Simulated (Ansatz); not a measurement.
System: AlN (model structure, started from the BN type, Pm-3n, No. 223, 12 atoms in the cell). Method: HSE06 (Ansatz, a first-principles code, PAW).

Run with plane-wave cutoff 460 eV, 4×4×4 k mesh, Fermi–Dirac smearing 0.01 eV, scalar-relativistic PAW data made under PBE.

Cell (relaxed with PBEsol):

```cif
data_Al6N6
_chemical_formula_sum 'Al6 N6'
_space_group_name_H-M_alt 'Pm-3n'
_space_group_IT_number 223
_space_group_name_Hall '-P 4n 2 3'
_cell_length_a 5.34384
_cell_length_b 5.34384
_cell_length_c 5.34384
_cell_angle_alpha 90.000
_cell_angle_beta 90.000
_cell_angle_gamma 90.000
loop_
_atom_site_label
_atom_site_type_symbol
_atom_site_symmetry_multiplicity
_atom_site_Wyckoff_symbol
_atom_site_fract_x
_atom_site_fract_y
_atom_site_fract_z
_atom_site_occupancy
Al1 Al 6 c 0.00000 0.50000 0.25000 1
N1 N 6 d 0.00000 0.25000 0.50000 1
```

Question: Estimate the band gap that the calculation returns.

Answer: 
band gap: 3.93 eV (on the SCF k mesh) (direct)

Note: the relaxation could raise the start's symmetry but not lower it, so the cell can be a saddle point; cell and atoms aren't relaxed at this level (pressure -1.7 GPa).

Static lattice: no zero-point or thermal effects.

A model structure was made by putting elements into a prototype or built by hand; it is no filed structure, need not be a known phase, and can be a saddle point held by its symmetry.
